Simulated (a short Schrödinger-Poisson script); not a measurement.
Stack: MOS inversion layer, Si3N4 on p-type Si(100), at 400 K.

From the gate side: 2.9 nm Si3N4; 960 nm Si, acceptors 2e17 cm⁻³.

Constants are typed, rounded textbook-type inputs, not results; the design itself was drawn at random and stands for no fabricated device. Si3N4: permittivity 7.5, conduction-band edge (eV) 1.95, gap (eV) 5.1, electron mass (mₑ) 0.5. Si: permittivity 11.7, conduction-band edge (eV) 0, gap (eV) 1.124, Nv at 300 K (cm⁻³) 3.1e19.

Channel valleys (confinement mass, in-plane density-of-states mass, number): Δ2 0.916, 0.19, 2; Δ4 0.19, 0.417, 4. At the gate the conduction-band edge of layer 1 lies 2.32 eV − eVg above the Fermi level of the channel; the field vanishes at the back. Gaps are held at their typed values at every temperature. Mesh 0.03 nm at interfaces.

From a short Schrödinger-Poisson script (our own, NumPy): 1D Poisson equation in equilibrium, electrons quantum, Hartree (BenDaniel-Duke, 12 states a valley, the channel's in-plane mass for all, wave functions free to enter the dielectric), parabolic valleys, classical holes, full ionisation, no traps, pinning or gate leakage.

```tsv
Vg (V)	electrons (cm⁻²)	C (μF/cm²)	Δ2 E0 (meV from the Fermi level)	Δ4 E0 (meV from the Fermi level)
0.2	1.94e9	0.158	316.9	349.0
0.25	6.98e9	0.171	271.9	304.7
0.3	2.45e10	0.229	227.8	261.4
0.35	7.87e10	0.388	186.6	221.1
0.4	2.10e11	0.661	151.6	187.4
0.45	4.39e11	0.939	124.7	162.0
0.5	7.52e11	1.15	104.4	143.5
0.55	1.13e12	1.30	88.7	129.8
0.6	1.54e12	1.40	76.1	119.2
0.65	1.99e12	1.48	65.5	110.6
0.7	2.46e12	1.54	56.5	103.5
0.75	2.94e12	1.59	48.6	97.4
0.8	3.44e12	1.63	41.5	92.1
0.85	3.96e12	1.66	35.1	87.5
0.9	4.48e12	1.69	29.3	83.3
0.95	5.01e12	1.72	23.9	79.5
1	5.55e12	1.74	18.9	76.0
1.05	6.09e12	1.76	14.2	72.8
1.1	6.64e12	1.77	9.8	69.9
1.15	7.20e12	1.79	5.6	67.1
1.2	7.76e12	1.80	1.6	64.5
```

**Question.** At Vg = 1.2 V the lowest Δ2 subband lies at 1.6 meV from the Fermi level. How many electrons does it hold, and what share of all?

**Answer.** The two-dimensional density of states is g m/(πħ²) = 1.59e11 cm⁻² meV⁻¹ (both spins), kT = 34.5 meV, so n = D kT ln(1 + exp(−E/kT)) = 3.67e12 cm⁻², 0.47 of the 7.76e12 cm⁻² in all.

**Question.** Compare the slope of the sheet density between 1.1 and 1.2 V with the geometric capacitance of the layers between gate and channel.

**Answer.** q Δn/ΔV = 1.79 μF/cm²; ε0/Σ(t/ε) = 2.29 μF/cm². The ratio is 0.78: the channel acts as a further capacitance in series.
